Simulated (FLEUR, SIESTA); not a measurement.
A FLEUR input for a self-consistent single point of SnSe₂ (P-3m1, 3 atoms in the cell) (DFT, PBE, all-electron FLAPW (FLEUR), scalar-relativistic valence):

Input of the input generator:

```
SnSe2 crystal
&input film=f /
7.0850539149 -0.0000005030 0.0000000000
-3.5425265218 6.1358369290 0.0000000000
0.0000000000 0.0000000000 11.9609572551
1.0
1.0 1.0 1.0

3
50 0.0000000000 0.0000000000 -0.0000000000
34 0.6666666667 0.3333333333 0.7571000000
34 0.3333333333 0.6666666667 0.2429000000

&comp jspins=1 /
&kpt div1=7 div2=7 div3=4 gamma=t /
&end /
```

```xml
<?xml version="1.0" encoding="UTF-8" standalone="no"?>
<fleurInput fleurInputVersion="0.39">
   <comment>
      SnSe2 crystal                                                                                       
   </comment>
   <calculationSetup>
      <cutoffs Kmax="4.2" Gmax="14.7" GmaxXC="14.7" numbands="0"/>
      <scfLoop itmax="100" minDistance="0.00001" maxIterBroyd="15" imix="Anderson" alpha="0.05" precondParam="0.0" spinf="2.0"/>
      <coreElectrons ctail="T" frcor="F" kcrel="0" coretail_lmax="0"/>
      <xcFunctional name="pbe" relativisticCorrections="F"/>
      <magnetism jspins="1"/>
      <soc l_soc="F" theta="0.0" phi="0.0" spav="F"/>
      <expertModes spex="0" secvar="F"/>
      <geometryOptimization l_f="T" forcealpha="1.0" forcemix="BFGS" epsdisp="0.00001" epsforce="0.00001"/>
      <ldaU l_linMix="F" mixParam="0.05" spinf="1.0"/>
   </calculationSetup>
   <cell>
      <bzIntegration valenceElectrons="46.0" mode="hist" fermiSmearingEnergy="0.0001">
         <kPointListSelection listName="default-1"/>
         <!-- k-points included here -->
         <xi:include xmlns:xi="http://www.w3.org/2001/XInclude" href="kpts.xml"> </xi:include>
      </bzIntegration>
      <!-- symmetry operations included here -->
      <xi:include xmlns:xi="http://www.w3.org/2001/XInclude" href="sym.xml"> </xi:include>
      <bulkLattice scale="1.0">
         <bravaisMatrix>
            <row-1>    7.0850539148999996    -0.0000005030000000     0.0000000000000000</row-1>
            <row-2>   -3.5425265218000002     6.1358369289999999     0.0000000000000000</row-2>
            <row-3>    0.0000000000000000     0.0000000000000000    11.9609572551000003</row-3>
         </bravaisMatrix>
      </bulkLattice>
   </cell>
   <atomSpecies>
      <species name="Tin (Sn)" element="Sn" atomicNumber="50">
         <mtSphere radius="2.40" gridPoints="827" logIncrement="0.016"/>
         <atomicCutoffs lmax="10" lnonsphr="8"/>
         <electronConfig flipSpins="F">
            <coreConfig>(1s1/2) (2s1/2) (2p1/2) (2p3/2) (3s1/2) (3p1/2) (3p3/2) (4s1/2) (3d3/2) (3d5/2) (4p1/2) (4p3/2)</coreConfig>
            <valenceConfig>(5s1/2) (4d3/2) (4d5/2) (5p1/2) (5p3/2)</valenceConfig>
            <stateOccupation state="(5p1/2)" spinUp="0.3333333333333" spinDown="0.3333333333333"/>
            <stateOccupation state="(5p3/2)" spinUp="0.6666666666667" spinDown="0.6666666666667"/>
         </electronConfig>
         <energyParameters s="5" p="5" d="5" f="4"/>
         <lo type="SCLO" l="2" n="4" eDeriv="0"/>
      </species>
      <species name="Selenium (Se)" element="Se" atomicNumber="34">
         <mtSphere radius="2.40" gridPoints="827" logIncrement="0.015"/>
         <atomicCutoffs lmax="10" lnonsphr="8"/>
         <electronConfig flipSpins="F">
            <coreConfig>(1s1/2) (2s1/2) (2p1/2) (2p3/2) (3s1/2) (3p1/2) (3p3/2)</coreConfig>
            <valenceConfig>(4s1/2) (3d3/2) (3d5/2) (4p1/2) (4p3/2)</valenceConfig>
            <stateOccupation state="(4p1/2)" spinUp="0.6666666666667" spinDown="0.6666666666667"/>
            <stateOccupation state="(4p3/2)" spinUp="1.3333333333333" spinDown="1.3333333333333"/>
         </electronConfig>
         <energyParameters s="4" p="4" d="3" f="4"/>
         <lo type="HELO" l="2" n="4" eDeriv="0"/>
      </species>
   </atomSpecies>
   <atomGroups>
      <atomGroup species="Tin (Sn)">
         <relPos label="                   1">.0000000000 .0000000000 .0000000000</relPos>
         <force calculate="T" relaxXYZ="TTT"/>
      </atomGroup>
      <atomGroup species="Selenium (Se)">
         <relPos label="                   2">-1.000/3.000 1.000/3.000 -.2429000000</relPos>
         <relPos label="                   3">1.000/3.000 -1.000/3.000 .2429000000</relPos>
         <force calculate="T" relaxXYZ="TTT"/>
      </atomGroup>
   </atomGroups>
   <output dos="F" band="F" slice="F">
      <checks vchk="F" cdinf="F"/>
      <bandDOS minEnergy="-.5*Htr" maxEnergy="0.5*Htr" sigma="0.015" storeEVData="T"/>
      <vacuumDOS vacdos="F" integ="F" star="F" nstars="0" locx1="0.0" locy1="0.0" locx2="0.0" locy2="0.0" nstm="0" tworkf="0.0"/>
      <unfoldingBand unfoldBand="F" supercellX="1" supercellY="1" supercellZ="1"/>
      <plotting iplot="0" polar="F">
         <plot TwoD="T" vec1="  1.0  0.0  0.0" vec2="  0.0  1.0  0.0" vec3="  0.0  0.0  1.0" zero="  0.0  0.0  0.0" file="plot"/>
      </plotting>
      <chargeDensitySlicing numkpt="0" minEigenval="0.0" maxEigenval="0.0" nnne="0" pallst="F"/>
      <specialOutput eonly="F"/>
      <magneticCircularDichroism mcd="F" energyLo="-10.0" energyUp="0.0"/>
   </output>
  <!-- We include the file relax.xml here to enable relaxations (see documentation) -->
  <xi:include xmlns:xi="http://www.w3.org/2001/XInclude" href="relax.xml"> <xi:fallback/> </xi:include>
</fleurInput>
```

Q: Translate this input to SIESTA.

A: This is the input that was run; spellings and numerical settings could be chosen otherwise.

```
# files in the folder: Sn.psml Se.psml (PseudoDojo PBE standard)
SystemName  SnSe2
SystemLabel SnSe2

NumberOfAtoms                3
NumberOfSpecies              2
%block ChemicalSpeciesLabel
  1 50 Sn
  2 34 Se
%endblock ChemicalSpeciesLabel
LatticeConstant              1.0 Ang
%block LatticeVectors
     3.749249000    0.000000000    0.000000000
    -1.874624000    3.246945000    0.000000000
     0.000000000    0.000000000    6.329466000
%endblock LatticeVectors
AtomicCoordinatesFormat      Ang
%block AtomicCoordinatesAndAtomicSpecies
     0.000000000    0.000000000    0.000000000  1
     1.874626541    1.082313918    4.792038709  2
    -0.000001541    2.164631082    1.537427291  2
%endblock AtomicCoordinatesAndAtomicSpecies

XC.functional                GGA
XC.authors                   PBE
PAO.BasisSize                DZP
PAO.EnergyShift              0.01 Ry
MeshCutoff                   350 Ry
%block kgrid.MonkhorstPack
    7   0   0  0.0
    0   7   0  0.0
    0   0   4  0.0
%endblock kgrid.MonkhorstPack
OccupationFunction           FD
ElectronicTemperature        10 K

MaxSCFIterations             150
SCF.Mixer.Method             Broyden
SCF.Mixer.Weight             0.1
SCF.Mixer.History            8
SCF.DM.Tolerance             1.0E-04
Diag.ParallelOverK           true
WriteForces                  true
Charge.Mulliken              end
```

Basis settings and potentials, where a program has them, do not carry over. This input uses DFT, GGA PBE, numerical atomic orbitals DZP, PseudoDojo PBE standard norm-conserving potentials (rewritten from UPF to PSML).

The starting cell comes from a database of computed structures (which also holds hypothetical and non-ambient phases and stackings), without a prior relaxation at this level. Its lattice was rescaled by a random factor within 2.5 % of one. For this run, on top of that: lattice scaled by 0.98.
